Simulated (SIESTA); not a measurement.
Input and output of a self-consistent single point for VO2F (P2_1/c, 16 atoms in the cell) (SIESTA).

Method: GGA BLYP, numerical atomic orbitals DZP, PseudoDojo PBE standard norm-conserving potentials (rewritten from UPF to PSML) in SIESTA 5.4.2.

```
VO2F
1.0
    7.10096     0.00000     0.00000
    0.00000     5.32301     0.00000
   -0.91189     0.00000     5.67213
V O F
4 8 4
Direct
  0.32308   0.60410   0.75381
  0.67692   0.39590   0.24619
  0.67692   0.10410   0.74619
  0.32308   0.89590   0.25381
  0.78099   0.13695   0.02774
  0.21901   0.86305   0.97226
  0.21901   0.63695   0.47226
  0.78099   0.36305   0.52774
  0.49815   0.87924   0.74244
  0.50185   0.12076   0.25756
  0.50185   0.37924   0.75756
  0.49815   0.62076   0.24244
  0.16158   0.09038   0.37923
  0.83842   0.90962   0.62077
  0.83842   0.59038   0.12077
  0.16158   0.40962   0.87923
```

Reference input (self-consistent single point, DFT, GGA PBEsol, numerical atomic orbitals DZP, PseudoDojo PBEsol standard norm-conserving potentials (rewritten from UPF to PSML)): XC.functional = GGA; XC.authors = PBEsol; potentials = PseudoDojo PBEsol standard; PAO.BasisSize = DZP; PAO.EnergyShift = 0.01 Ry; MeshCutoff = 400 Ry; kgrid.MonkhorstPack = 3 3 3; OccupationFunction = FD; ElectronicTemperature = 10 K; MaxSCFIterations = 150; SCF.Mixer.Method = Broyden; SCF.Mixer.Weight = 0.2. This run's input differs from it in these lines:

```diff
@@ -1,2 +1,2 @@
-# files in the folder: V.psml O.psml F.psml (PseudoDojo PBEsol standard)
+# files in the folder: V.psml O.psml F.psml (PseudoDojo PBE standard)
 SystemName  VO2F
@@ -38,3 +38,3 @@
 XC.functional                GGA
-XC.authors                   PBEsol
+XC.authors                   BLYP
 PAO.BasisSize                DZP
```

Log, with long lists cut:

```
        iscf     Eharris(eV)        E_KS(eV)     FreeEng(eV)     dDmax    Ef(eV) dHmax(eV)
   scf:    1   -14031.743741   -14219.829509   -14219.829509  1.774500 -6.487598 26.056596
   scf:    2   -14330.237909   -14311.598643   -14311.598643  0.211020 -6.193799  2.841640
   scf:    3   -14312.659682   -14312.838015   -14312.838015  0.066047 -6.536677  1.426585
   scf:    4   -14313.066747   -14312.997591   -14312.997591  0.017517 -6.618257  0.481915
   scf:    5   -14313.113598   -14313.061655   -14313.061655  0.017938 -6.746419  0.182783
   scf:    6   -14313.087681   -14313.076750   -14313.076750  0.010702 -6.819331  0.039925
   [... lines left out ...]
   scf:    8   -14313.078345   -14313.078243   -14313.078243  0.001094 -6.819316  0.005713
   scf:    9   -14313.078268   -14313.078257   -14313.078257  0.000396 -6.818680  0.003765
   scf:   10   -14313.078279   -14313.078269   -14313.078269  0.000472 -6.818487  0.001651
   scf:   11   -14313.078273   -14313.078271   -14313.078271  0.000258 -6.818321  0.000644
   scf:   12   -14313.078272   -14313.078271   -14313.078271  0.000075 -6.818282  0.000382
   scf:   13   -14313.078271   -14313.078271   -14313.078271  0.000022 -6.818250  0.000262
   scf:   14   -14313.078271   -14313.078271   -14313.078271  0.000007 -6.818218  0.000183
SCF Convergence by DM+H criterion
max |DM_out - DM_in|         :     0.0000072696
max |H_out - H_in|      (eV) :     0.0001825281
SCF cycle converged after 14 iterations

Using DM_out to compute the final energy and forces

siesta: E_KS(eV) =           -14313.0783

siesta: E_KS - E_eggbox =    -14313.0783

siesta: Atomic forces (eV/Ang):
     1   -0.291017   -0.586257   -0.566141
     2    0.291017    0.586257    0.566141
     3    0.291017   -0.586257    0.566141
     4   -0.291017    0.586257   -0.566141
     5   -0.067790   -0.158342   -0.612421
     6    0.067790    0.158342    0.612421
     7    0.067790   -0.158342    0.612421
     8   -0.067790    0.158342   -0.612421
     9    0.316021    0.340641    0.015780
    10   -0.316021   -0.340641   -0.015780
    11   -0.316021    0.340641   -0.015780
   [... lines left out ...]
siesta: FreeEng =    -14313.078271
siesta: Cell volume =        214.397785 Ang**3
siesta:         -22.12864430        -36.15738968  kBar
   [... lines left out ...]
     5    -0.329828    6.329828  O
     6    -0.329828    6.329828  O
     7    -0.329828    6.329828  O
     8    -0.329828    6.329828  O
     9    -0.436140    6.436140  O
    10    -0.436140    6.436140  O
    11    -0.436140    6.436140  O
    12    -0.436140    6.436140  O
    13    -0.217625    7.217625  F
    14    -0.217625    7.217625  F
    15    -0.217625    7.217625  F
    16    -0.217625    7.217625  F
 Total     0.000000
```

The run converged in 14 iterations. Against the reference run the pressure goes from -10.69 to -2.21 GPa, the largest force goes from 1.255 to 0.865 eV/Å and the gap on the mesh goes from 1.473 to 1.489 eV. The full log also holds: “xc_check: WARNING: Pseudopotential generated with GGA PBE functional”.

The starting cell comes from a database of computed structures (which also holds hypothetical and non-ambient phases and stackings), without a prior relaxation at this level. Values carry the incompleteness of an atom-centred basis.

Cost on one core of a shared machine: roughly 70 s.
